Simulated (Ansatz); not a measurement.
# CaO under load (space group Fm-3m): band-edge transport data

Given:

```
CaO
1.0
    0.00000     2.36909     2.36909
    2.36909     0.00000     2.36909
    2.36909     2.36909     0.00000
Ca O
1 1
Direct
  0.00000   0.00000   0.00000
  0.50000   0.50000   0.50000
```

These are PBE, rigid bands (plane waves, PAW, scalar-relativistic; Ansatz, an electronic-structure program) values and carry that method's errors. Condition of this run: hydrostatic pressure of 2.2 GPa (compression positive) (the target of the relaxation). Cell: cell and atoms relaxed with PBEsol, then loaded as said.

```json
{
 "band_gap": "3.64 eV",
 "electron conductivity mass (300 K, dilute)": "0.56 mₑ",
 "hole conductivity mass (300 K, dilute)": "1.34 mₑ",
 "effective density of states N_c (300 K)": "3.9e19 cm⁻³",
 "effective density of states N_v (300 K)": "1.5e20 cm⁻³",
 "density_of_states_mass_electrons": "1.33 mₑ",
 "density_of_states_mass_holes": "3.3 mₑ",
 "Seebeck coefficient, n-type 1e19 cm⁻³, 300 K": "-333 μV/K",
 "best n-type power factor at 300 K for τ = 10 fs (best axis; densities from 1e16 to 1e21 cm⁻³ tried, whether or not they can be reached)": "11.3 μW/(cm·K²) at 1e20 cm⁻³",
 "Seebeck coefficient, p-type 1e19 cm⁻³, 300 K": "450 μV/K"
}
```

Rigid bands; masses and Seebeck coefficients take one relaxation time τ for all states and one kind of carrier; polarons and phonon drag are left out. Spin-orbit coupling is left out; where it splits the top of the valence band, N_v and the p-type Seebeck coefficient come out somewhat high without it. Geometry: cell and atoms relaxed with PBEsol.
